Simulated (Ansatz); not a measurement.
# Cu on the 1x1 (111) surface of fcc Al, one in a 2x2 cell, started at the site 'hollow Al-Al-Al over Al at depth 4.6 Å'

The numbers are results of PBE (plane waves to 420 eV, PAW; Ansatz, a program for electronic structure), not measurements.

Slab: 17 atoms, 7.0 Å thick at the start under the adsorbate (thin: gaps and levels are the slab's own); k 6x6x1, smearing 0.1 eV, dipole-corrected; 8 atoms held, the rest relaxed; start symmetry kept, larger cells not searched; no spin, no spin-orbit, no U, no dispersion correction. At the end it is bonded to 3 Al. In PBE it is, or lies within 0.03 eV of, the lowest of the starts that converged.

The adsorption energy against an atom of fcc Cu is 0.77 eV and the work function of the top face is 3.89 eV. The change of the work function comes out as -0.14 eV, the change of the step from the bottom to the top vacuum level, against the clean slab is -0.18 eV and the energy released by relaxation is 0.16 eV. The height of the binding atom over the mean of the host atoms within 0.3 Å of the top one comes out as 171.2 pm and the nearest host atoms of the binding atom is Al at 2.42 Å, Al at 2.42 Å, Al at 2.42 Å. The largest move of a host atom comes out as 0.06 Å. The cost is around 70 core-seconds (rough).

A negative adsorption energy means that the adsorbate is more stable on the surface than in its reference.
